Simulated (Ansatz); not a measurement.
Spacing of the highest filled and lowest empty level at the zone centre in eight small model glasses of hand-chosen composition and density, fast-quenched (anions pushed apart in CHGNet runs), each at its PBE geometry, by PBE and by r2SCAN (Ansatz, a first-principles code, plane waves, PAW). The cells are the first eight to finish that balance their formal charges, show no moments and no lower geometry on charging where those were tested, and have a gap at both levels; defect levels can set the spacings.

| cell | quench by | pressure (GPa) | levels at the gap | PBE (eV) | experiment, tabulated (eV) |
|---|---|---|---|---|---|
| Ti20O43B2 | CHGNet | 2.3 | localised at the filled edge | 2.71 | - |
| Si24O51Mo | CHGNet | 0.0 | localised at both edges | 1.17 | - |
| Zr20O45Nb2 | CHGNet | -2.8 | localised at both edges | 3.05 | - |
| In9Ga9Zn9O39Al2 | CHGNet | -0.9 | localised at the filled edge | 0.56 | - |
| In9Ga9Zn9O41Nb2 | CHGNet | 0.9 | localised at the filled edge | 1.08 | - |
| In9Ga9Zn9O37Na2 | CHGNet | 3.0 | spread | 0.82 | - |
| Al28O43Ag2 | CHGNet | 0.1 | localised at the filled edge | 1.71 | - |
| In24O39Y2 | CHGNet | 0.1 | localised at the filled edge | 0.63 | - |

### Question
What does r2SCAN give, and how does it move these values against PBE?

### Answer
Ti20O43B2 3.05, Si24O51Mo 1.46, Zr20O45Nb2 3.41, In9Ga9Zn9O39Al2 1.04, In9Ga9Zn9O41Nb2 1.52, In9Ga9Zn9O37Na2 1.27, Al28O43Ag2 2.14, In24O39Y2 1.05 eV. It raises them by +0.28 to +0.48 eV, +0.40 eV on average. A straight line through the eight gives r2SCAN = 0.96 × PBE +0.46 eV, with a scatter of 0.05 eV.
